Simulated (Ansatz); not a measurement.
# AlB2-type MgB₂: elastic constant C13 by level of theory

No measured value is used here.

| level (code) | value (GPa) | cell (Å³/atom) |
|---|---|---|
| LDA (Ansatz) | 40.4 | 9.19 |
| PBE (Ansatz) | 33.3 | 9.62 |
| PBEsol (Ansatz) | ? | 9.48 |
| r²SCAN (Ansatz) | 30.7 | 9.55 |

Question: What belongs in the gaps?

Answer: 
- PBEsol (Ansatz, an electronic-structure program), value (GPa): 36.5

Each level is taken at its own relaxed cell. Cutoffs differ between the levels. Ansatz's density-functional and Hartree–Fock values are scalar-relativistic unless marked +SOC, with PAW data made under PBE.
